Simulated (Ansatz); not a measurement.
The reference is PbSe in the rock salt structure (space group Fm-3m, No. 225).

```xyz
2
Lattice="0.0000 3.0204 3.0204 3.0204 0.0000 3.0204 3.0204 3.0204 0.0000" Properties=species:S:1:pos:R:3 pbc="T T T"
Pb     0.0000     0.0000     0.0000
Se     3.0204     3.0204     3.0204
```

Computed with Ansatz (a first-principles code) LDA, spin-orbit coupling left out.

Base values:

The pressure is 0.0 GPa.

The change: the cell is scaled by 0.9700 in all directions; the atoms relax in the strained cell.

Estimate the effect on the energy relative to the base and pressure.

The energy increases by 45 meV/atom; the pressure goes from zero to 6.5 GPa.

No phonon test of stability was made. All final runs are without spin polarisation. Gaps under 0.05 eV, about the width of the smearing, are given as zero.
